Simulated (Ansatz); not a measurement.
Base system: MgSe in the rock salt structure (space group Fm-3m, No. 225; a = 5.472 Å).

Method: Kohn–Sham DFT with the r2SCAN functional, run in Ansatz (a first-principles code) with PAW and 500 eV plane waves, no SOC.

Base values:

- Band gap: 2.48 eV
- Smallest direct gap: 3.44 eV
- Hole mass: 0.20, 0.79, 0.79 mₑ (at Γ)

It is then changed as follows: every lattice vector is stretched by 2.50 %, atoms relaxed at fixed cell.

Predict the new band gap, smallest direct gap and hole mass.

The band gap shrinks by 0.13 eV to 2.35 eV; the smallest direct gap decreases by 0.50 eV (3.44 eV → 2.94 eV); the hole mass (degenerate bands, along [100]) changes from 0.20, 0.79, 0.79 mₑ (at Γ) to 0.19, 0.86, 0.86 mₑ (at Γ).

The cells carry an imposed strain or load. Effective masses come from finite differences of ±0.01 Å⁻¹. Whether these cells are dynamically stable was not tested.
